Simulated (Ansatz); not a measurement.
An Ansatz (an electronic-structure program) input (r2SCAN, PAW, 500 eV (Ansatz; without spin-orbit coupling), earlier PAW set):

Ansatz 0.2 input:
```yaml
crystal:
  lattice:
    - [3.5293542841, 0, 0]
    - [1.7646771421, 3.056510469, 0]
    - [0, 0, 29.4085285293]
  atoms:
    - { symbol: Pb, position: [0.3333333333, -0.1666666667, 0.2550280607] }
    - { symbol: Pb, position: [1, -0.5, 0.3530168364] }
    - { symbol: Pb, position: [1.6666666667, -0.8333333333, 0.4510056121] }
    - { symbol: Pb, position: [2.3333333333, -1.1666666667, 0.5489943879] }
    - { symbol: Pb, position: [3, -1.5, 0.6469831636] }
    - { symbol: Pb, position: [3.6666666667, -1.8333333333, 0.7449719393] }
basis: { ecutwfc: 500, ecutrho_ratio: 4, xc_grid: 4, fft_grid_basis: typed }
kpoints: { mp_grid: { grid: [15, 15, 1] } }
hamiltonian:
  xc: r2scan
  dispersion: none
  pseudopotentials: { azcp: { folder: ./paw }, kind: paw }
scf: { occupations: { method: fermi_dirac, width: 0.05 }, convergence: { dr2_threshold: 0.0000000006 } }
relax: { f_tol: 0.01, max_steps: 50 }
output: { forces: true, stress: true }
checkpoint: { write: state.ck, write_every: 1000 }
```

**Question.** Which symmetry and how many k-points will the program report, and about how many plane waves at Γ?

**Answer.** Space group P-3m1 (ITA 164) with 12 operations, k-points 27 of 225, and 8075 plane waves at Γ.

Whether these cells are dynamically stable was not tested. The cell was made from Pb in the fcc (Cu type) structure (space group Fm-3m, No. 225) by this change: a free-standing slab of 6 layers (6 atoms, 1 a layer) is cut normal to [111], with 15 Å of vacuum and the in-plane cell held at bulk.
